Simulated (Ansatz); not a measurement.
# bcc Ta (0 0 1) on zinc-blende CdTe (0 0 1) (film strained to the substrate, started from cuts of the bulks and a machine-learned relaxation; slabs Cd4Te4 and Ta12, which can lie off the formulas)

A periodic stack without vacuum, bcc Ta (0 0 1) on zinc-blende CdTe (0 0 1) (film strained to the substrate, started from cuts of the bulks and a machine-learned relaxation; slabs Cd4Te4 and Ta12, which can lie off the formulas): substrate slab Cd4Te4, film Ta12, surface cells [[1, 0], [1, 1]] and [[-1, 1], [-1, -1]], film strained by -0.3 and -0.3 %, outermost planes Te/Cd and Ta/Ta as cut, which need not be the usual terminations and can put a slab off its formula.

The start was prepared with a machine-learned potential, and the result is one local minimum, with the in-plane cell held and forces under 0.04 eV/Å; the film can end far from its bulk form.

Level of theory: PBE (plane waves to 420 eV, PAW; Ansatz, an electronic-structure program). Spin–orbit coupling is left out; the runs are not spin-polarised. Its k-point mesh 7×7×1, Fermi–Dirac width 0.05 eV.

```
Item                                                                                        Value
--------------------------------------------------------------------------------  ---------------
interface area                                                                            21.9 Å²
period                                                                                    22.41 Å
heights between the nearest atoms of the two slabs at the two interfaces          1.76 and 1.75 Å
Cd–Ta contacts across the interfaces within 1.22 times the sum of covalent radii  10, mean 3.29 Å
Ta–Te contacts across the interfaces within 1.22 times the sum of covalent radii  10, mean 3.00 Å
```

```
CdTa3Te
1.0
    4.67988     0.00098    -0.10632
    0.00303     4.67851     0.16541
   -0.53611     1.51824    22.49771
Cd Te Ta
4 4 12
Direct
  0.87939   0.78128   0.23516
  0.80069   0.36560   0.05822
  0.70171   0.13871   0.50480
  0.55847   0.20649   0.38490
  0.04022   0.31153   0.17307
  0.31368   0.87415   0.04246
  0.19631   0.62808   0.52599
  0.42305   0.74145   0.31387
  0.23075   0.55507   0.67395
  0.73215   0.05602   0.67207
  0.21877   0.08954   0.60445
  0.71363   0.58962   0.60434
  0.26630   0.48187   0.82326
  0.76693   0.98164   0.82358
  0.24843   0.01986   0.74528
  0.74778   0.52018   0.74494
  0.29571   0.41278   0.96395
  0.79996   0.91186   0.96430
  0.28380   0.94686   0.89460
  0.78225   0.44586   0.89605
```
